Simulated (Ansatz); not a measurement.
An Ansatz (a quantum-chemistry and plane-wave program) run: SrMoO3 with a change (pressure 0.7 GPa); PBEsol in Ansatz (plane waves to 420 eV, PAW, no spin-orbit coupling).

Input:

Ansatz 0.2 input:
```yaml
crystal:
  lattice:
    - [3.9484109893, 0, 0]
    - [0, 3.9484109893, 0]
    - [0, 0, 3.9484109893]
  atoms:
    - { symbol: Sr, position: [0.5, 0.5, 0.5] }
    - { symbol: Mo, position: [0, 0, 0] }
    - { symbol: O, position: [0.5, 0, 0] }
    - { symbol: O, position: [0, 0.5, 0] }
    - { symbol: O, position: [0, 0, 0.5] }
basis: { ecutwfc: 420, ecutrho_ratio: 4, xc_grid: 2, fft_grid_basis: typed }
kpoints: { mp_grid: { grid: [12, 12, 12] } }
hamiltonian:
  xc: pbesol
  dispersion: none
  pseudopotentials: { kind: paw }
scf: { occupations: { method: fermi_dirac, width: 0.05 } }
relax: { f_tol: 0.01, max_steps: 60, cell: { stress_tol: 0.02, p_target: 0.7 } }
output: { forces: true, stress: true }
checkpoint: { write: state.ck, write_every: 1000 }
```

Output (explanatory and most iteration lines left out):

```
Relaxation: its limit of steps is 60 (relax.max_steps)
Pseudopotential: Sr, paw, valence charge 10
Pseudopotential: Mo, paw, valence charge 14
Pseudopotential: O, paw, valence charge 6
Crystal: 5 atoms, lattice volume = 61.556 Å³
Basis set: ecut = 420 eV, 1213 PW (Γ), exchange–correlation on 54×54×54 points (8 copies of the dense FFT grid, shifted against one another)
Bands: 26, of which v1, the nominal top of the filled ones, is band 21 counted from 1 (20 counted from 0)
Symmetry: 48 space group operations
Space group: Pm-3m (ITA 221), of the structure as read, at distance tolerance 3.9e-5 Å
k-points: 84 of 1728
Functional: x = pbesol(κ = 0.804, μ = 0.12345679012345678), c = pbesol(β = 0.046)
SCF iter   1: F=—  HF=-10077.077263 eV  |F-HF|=—  |Δ(HF+E_count)|=         —  Δρ=1.62e-2  dr2=1.30e-1  ethr=1.77e-3  ⟨swp⟩=7.6  Hψ=11062  notcnv=0
SCF iter   2: F=—  HF=-10077.045476 eV  |F-HF|=—  |Δ(HF+E_count)|=   3.18e-2  Δρ=3.28e-3  dr2=8.57e-3  ethr=3.09e-4  ⟨swp⟩=2.2  Hψ=4094  notcnv=0  defer=7
SCF 1 converged in 7 iterations: F = -10077.042820 eV  dr2 = 2.12e-8
relax step   1: F+E_penalty+E_count = -10077.04282001 eV  Δ(F+E_penalty+E_count) = +0.000e0 eV  max|allowed force component| = 8.060e-30 eV/Å  Δτ_max = 0.0000 Å  P = +0.290 GPa  Ω = 61.556 Å³  (7 SCF iters, dr2 threshold 1.00e-7 eV, accepted)
[... steps on the carried basis left out ...]
relax step   4: F+E_penalty+E_count = -10077.04249122 eV  Δ(F+E_penalty+E_count) = +4.114e-4 eV  max|allowed force component| = 2.104e-30 eV/Å  Δτ_max = 0.0000 Å  P = +0.687 GPa  Ω = 61.436 Å³  stress off target by 1.29e-2 GPa  SCF on the basis re-selected at this cell (its energy is not comparable with the rows above)  (6 SCF iters)
SCF converged after 6 iterations
Free energy (F): -10077.042491 eV
Internal energy: -10077.027337 eV  (E = F + TS)
E sigma→0 (E₀):  -10077.034914 eV
Entropy (-TS):   -0.015154 eV (-3.031 meV/atom)
Fermi energy:    14.189165 eV
--- Forces (eV/Å), atoms counted from 1 ---
  atom   1  Sr     0.00000000     0.00000000     0.00000000
  atom   2  Mo    -0.00000000     0.00000000     0.00000000
  atom   3  O      0.00000000     0.00000000    -0.00000000
  atom   4  O     -0.00000000     0.00000000    -0.00000000
  atom   5  O      0.00000000    -0.00000000     0.00000000
--- Stress (GPa, compression-positive) ---
        0.687062      -0.000000       0.000000
       -0.000000       0.687062       0.000000
        0.000000       0.000000       0.687062
  P = ⅓ Tr σ = 0.6871 GPa (6.871 kbar)
--- Relaxed structure (3 steps of the walk, 3 accepted, 1 SCFs on fresh bases) ---
  cell:  # Å, volume = 61.4356 Å³
    - [3.9458461310376554, 1.6049416203226965e-35, -1.6049416203226965e-35]
    - [-4.81482486096809e-35, 3.9458461310376554, 0.0]
    - [1.6049416203226965e-35, 0.0, 3.9458461310376554]
  atoms:
    - { symbol: Sr, position: [0.5, 0.5, 0.5] }
    - { symbol: Mo, position: [5.080973157235317e-38, 1.9053649343693245e-38, -6.35121644764975e-38] }
    - { symbol: O, position: [0.5, -4.763412335634145e-39, -2.38170616788025e-38] }
    - { symbol: O, position: [1.7783406053569897e-37, 0.5, -2.381706167880209e-38] }
    - { symbol: O, position: [-7.621459737389454e-38, -4.763412337598468e-39, 0.5] }
```

Load acts through the strain it causes; cell and atoms are relaxed under it. Stability against distortions was not tested. No Hubbard U is applied, and correlation can decide whether such a compound is a metal. The final runs are not spin-polarised. The cell was made from SrMoO₃ in the cubic perovskite structure (space group Pm-3m, No. 221; a cell from a computed database, its experimental status unchecked) by this change: pressure 0.7 GPa. Many cubic perovskites are stable only at high temperature; tilts and polar distortions were not tested.
